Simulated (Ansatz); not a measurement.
Base system: BeS in the zinc blende structure (space group F-43m, No. 216).

```yaml
crystal:
  lattice:
    - [0.00000, 2.41896, 2.41896]
    - [2.41896, 0.00000, 2.41896]
    - [2.41896, 2.41896, 0.00000]
  atoms:
    - { symbol: S, position: [0.25000, 0.25000, 0.25000] }
    - { symbol: Be, position: [0.00000, 0.00000, 0.00000] }
```

Cartesian axes are those of the cell as printed.

Calculations: Ansatz (a program for electronic structure) PBEsol, no spin-orbit coupling.

Modification: a pure shear with ε_xy = ε_yx = -0.0092; the atoms relax in the strained cell.

Predict the stress tensor and what it implies for the stiffness.

Stress of the strained cell less that of the base (GPa, compression positive):
```
   0.03    1.53    0.00
   1.53    0.03    0.00
   0.00    0.00   -0.01
```

Then −Δσ/γ with γ = 2ε = -0.0184 gives relaxed-ion elastic constants: C66 ≈ 83 GPa.

Whether these cells are dynamically stable was not tested.
